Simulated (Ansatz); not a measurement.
# MoSi2 (space group I4/mmm, No. 139)

```cif
data_Mo2Si4
_chemical_formula_sum 'Mo2 Si4'
_space_group_name_H-M_alt 'I4/mmm'
_space_group_IT_number 139
_space_group_name_Hall '-I 4 2'
_cell_length_a 3.19042
_cell_length_b 3.19042
_cell_length_c 7.82109
_cell_angle_alpha 90.000
_cell_angle_beta 90.000
_cell_angle_gamma 90.000
loop_
_atom_site_label
_atom_site_type_symbol
_atom_site_symmetry_multiplicity
_atom_site_Wyckoff_symbol
_atom_site_fract_x
_atom_site_fract_y
_atom_site_fract_z
_atom_site_occupancy
Mo1 Mo 2 a 0.00000 0.00000 0.00000 1
Si1 Si 4 e 0.00000 0.00000 0.33508 1
```
(The calculation used a cell of 3 atoms; values per cell refer to that cell.)

The values are results of PBEsol in Ansatz (plane waves to 420 eV, PAW, no spin-orbit coupling), earlier PAW set, not measurements. Settings: 20×20×20 k-points, 0.05 eV Fermi–Dirac smearing.

The volume per atom is 13.27 Å³ and the density is 6.35 g/cm³. The band gap is zero. The total energy is -2047.433 eV/atom (σ→0; compares only within this code and set-up).

Whether these cells are dynamically stable was not tested. The final runs are not spin-polarised.

Ansatz is a program for electronic structure.
